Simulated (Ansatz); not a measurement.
BeSe, response to strain

Take BeSe in the zinc blende structure (space group F-43m, No. 216; a = 5.129 Å) as the base. Axes: x, y, z lie along the cube axes.

Strains are applied to the cell and any free atomic positions relax; under biaxial strain the out-of-plane vector relaxes too; under stress the whole cell relaxes.

Computed with DFT with PBEsol, PAW potentials and a 420 eV plane-wave cutoff in Ansatz (a quantum-chemistry and plane-wave program), no SOC, earlier PAW set.

Notes on the quantities. energy relative to the base: free energy F; pressure: mean of the normal stresses, compression positive.

```json
[
 {"variant": "base", "space group": "F-43m (No. 216)", "energy relative to the base": "0 meV/atom", "pressure": "0.00 GPa", "band gap": "2.47 eV", "gap character": "indirect, Γ → X"},
 {"variant": "biaxial strain +2.65 %, plane normal [001], relaxed out of plane", "space group": "I-4m2 (No. 119)", "energy relative to the base": "+9.8 meV/atom", "pressure": "-2.26 GPa", "band gap": "2.17 eV", "gap character": "indirect, Γ → M"},
 {"variant": "biaxial strain −3.91 %, plane normal [111], relaxed out of plane", "space group": "R3m (No. 160)", "energy relative to the base": "+33 meV/atom", "pressure": "5.76 GPa", "band gap": "2.07 eV", "gap character": "indirect, Γ → F"},
 {"variant": "biaxial strain +2.77 %, plane normal [111], relaxed out of plane", "space group": "R3m (No. 160)", "energy relative to the base": "+14 meV/atom", "pressure": "-3.13 GPa", "band gap": "2.37 eV", "gap character": "indirect, Γ → F"},
 {"variant": "biaxial strain +4.20 %, plane normal [111], relaxed out of plane", "space group": "R3m (No. 160)", "energy relative to the base": "+32 meV/atom", "pressure": "-4.47 GPa", "band gap": "2.33 eV", "gap character": "indirect, Γ → F"},
 {"variant": "isotropic strain −1.99 %", "space group": "F-43m (No. 216)", "energy relative to the base": "?", "pressure": "?", "band gap": "2.33 eV", "gap character": "indirect, Γ → X"},
 {"variant": "isotropic strain −0.91 %", "space group": "F-43m (No. 216)", "energy relative to the base": "+3.2 meV/atom", "pressure": "2.30 GPa", "band gap": "2.40 eV", "gap character": "indirect, Γ → X"},
 {"variant": "isotropic strain +5.35 %", "space group": "F-43m (No. 216)", "energy relative to the base": "+93 meV/atom", "pressure": "-9.17 GPa", "band gap": "2.76 eV", "gap character": "indirect, Γ → X"},
 {"variant": "tensor shear ε_xy = −3.99 %", "space group": "Imm2 (No. 44)", "energy relative to the base": "+23 meV/atom", "pressure": "0.28 GPa", "band gap": "1.92 eV", "gap character": "indirect, Γ → X"},
 {"variant": "uniaxial stress, 5 GPa tension along x", "space group": "I-4m2 (No. 119)", "energy relative to the base": "+12 meV/atom", "pressure": "–", "band gap": "2.27 eV", "gap character": "indirect, Γ → X"}
]
```

Task: Some entries are withheld; estimate them.

Result: 
- isotropic strain −1.99 %, energy relative to the base: +16 meV/atom
- isotropic strain −1.99 %, pressure: 5.38 GPa

Beyond what the load breaks, stability against distortions was not tested. Labels are those of the standard path for the cell's own space group.
